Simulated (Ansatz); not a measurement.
Results of LDA (plane waves, PAW; Ansatz, a program for electronic structure) for AlP (model structure, started from the BN type, Pm-3n, No. 223, 12 atoms in the cell).

Numerical settings: plane-wave cutoff 520 eV, 6×6×6 k mesh, Fermi–Dirac smearing 0.01 eV, scalar-relativistic PAW data made under PBE.

Cell (relaxed at this level):

```xyz
12
Lattice="6.6798 0.0000 0.0000 0.0000 6.6798 0.0000 0.0000 0.0000 6.6798" Properties=species:S:1:pos:R:3 pbc="T T T"
Al     1.6700     0.0000     3.3399
Al     3.3399     1.6700     0.0000
Al     3.3399     5.0099     0.0000
Al     5.0099     0.0000     3.3399
Al     0.0000     3.3399     5.0099
Al     0.0000     3.3399     1.6700
P      1.6700     3.3399     0.0000
P      0.0000     1.6700     3.3399
P      0.0000     5.0099     3.3399
P      5.0099     3.3399     0.0000
P      3.3399     0.0000     5.0099
P      3.3399     0.0000     1.6700
```

Task: Estimate the band gap and Γ–Γ gap that the calculation returns.

Result: 
- band gap = 1.30 eV (on the SCF k mesh)
- Γ–Γ gap = 1.58 eV

Note: the relaxation could raise the start's symmetry but not lower it, so the cell can be a saddle point.

The computed numbers hold no vibrational or temperature effects.

A model structure was made by putting elements into a prototype or built by hand; it is no filed structure, need not be a known phase, and can be a saddle point held by its symmetry.
